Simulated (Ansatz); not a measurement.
Worked calculations on one periodic cell of amorphous Si₂₀Al₂P₂O₄₈: Si20Al2P2O48, 72 atoms, volume 1112.3 Å³, made by a melt-quench on the CHGNet potential and relaxed with DFT. O atoms were pushed apart under 1.9 Å during the dynamics, to hinder bonds among them. It is a model cell: composition and starting density were chosen by hand, and all elements were melted together. Cycles of charging were run to anneal it. These are PBE, scalar-relativistic without spin-orbit coupling (plane waves to 420 eV, PAW; Ansatz, an electronic-structure program) values and carry that method's errors. Sampling: a 2×2×2 Γ-centred mesh; Fermi-Dirac width 0.02 eV; no spin polarisation. Its volume was relaxed, its shape was free, and it stands at a mean pressure of 0.0 GPa with stress components up to 0.0 GPa; the relaxation ran on the zone centre alone. Its density went from a set 2.35 to 2.16 g/cm³. The cell is small and was quenched far faster than a real film, so it is one sample of the glass.

Problem. Count formal charges (Si +4, Al +3, P +5, O -2). What does the count lead one to expect at the Fermi level, and what does the calculation give?

Solution. 20 × (+4) + 2 × (+3) + 2 × (+5) + 48 × (-2) = 0. The charges balance, so the anion-derived valence states can be full and a gap can open. On this mesh the highest filled and lowest empty level lie 4.79 eV apart, the PBE gap of this cell, with a localised state at one edge or both.

Four energies for an added electron at PBE on the zone centre alone (charged cells in a uniform background, spin-polarised): neutral at the neutral geometry -42612.222 eV; charged at the neutral geometry -42606.281 eV; charged and relaxed -42606.324 eV; neutral at the charged geometry -42612.161 eV.

Problem. Find the two relaxation energies and their sum, the reorganisation energy.

Solution. On charging: -42606.281 − (-42606.324) = 0.043 eV. On discharging: -42612.161 − (-42612.222) = 0.061 eV. The sum is 0.104 eV. The carrier's level spreads over 48 of the 72 atoms' worth, more than a fifth of the atoms or a third of the atoms of its main element (six at least), and the sum is small, so it counts as a band carrier, whose relaxation energy shrinks as the cell grows. PBE's self-interaction favours spread-out carriers, so a hybrid can localise more.

Four energies for a hole at PBE on the zone centre alone (charged cells in a uniform background, spin-polarised): neutral at the neutral geometry -42612.222 eV; charged at the neutral geometry -42613.085 eV; charged and relaxed -42613.218 eV; neutral at the charged geometry -42612.053 eV.

Problem. Find the two relaxation energies and their sum, the reorganisation energy.

Solution. On charging: -42613.085 − (-42613.218) = 0.133 eV. On discharging: -42612.053 − (-42612.222) = 0.169 eV. The sum is 0.302 eV. The carrier's level spreads over 10 of the 72 atoms' worth, so it counts as partly localised, most on one O atom with neighbours P 1.47 Å (neutral geometry). The values are uncorrected: the image energy of a point charge in this cell, 2.84 × 14.40 / (2 × 10.4) = 2.0 eV before screening, is screened by electrons alone at the fixed geometry and by ions too after relaxing, and the carrier can be spread before it relaxes, so each term can be off by up to that value times 1/ε∞, some tenths of an eV. PBE's self-interaction favours spread-out carriers, so a hybrid can localise more.
